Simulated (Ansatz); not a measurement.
## GaSb: response to strain

The parent structure is GaSb in the zinc blende structure (space group F-43m, No. 216).

```xyz
2
Lattice="0.0000 3.0662 3.0662 3.0662 0.0000 3.0662 3.0662 3.0662 0.0000" Properties=species:S:1:pos:R:3 pbc="T T T"
Sb     4.5993     4.5993     4.5993
Ga     0.0000     0.0000     0.0000
```

Cartesian axes are those of the cell as printed.

Strains are applied to the cell and any free atomic positions relax; under biaxial strain the out-of-plane vector relaxes too.

The values are results of Ansatz (a first-principles code) r2SCAN, no SOC, not measurements.

Candidates:
(a) uniaxial strain ε_zz = +1.39 %
(b) isotropic strain −4.05 %
(c) uniaxial strain ε_xx = −0.76 %
(d) biaxial strain −3.10 %, plane normal [001], relaxed out of plane

Notes on the quantities. energy relative to the base: free energy F.

Question: Order them by energy relative to the base, lowest first.

Answer: (c) uniaxial strain ε_xx = −0.76 % (+0.5 meV/atom), (a) uniaxial strain ε_zz = +1.39 % (+1.5 meV/atom), (d) biaxial strain −3.10 %, plane normal [001], relaxed out of plane (+17 meV/atom), (b) isotropic strain −4.05 % (+83 meV/atom)

No phonon test of stability was made.
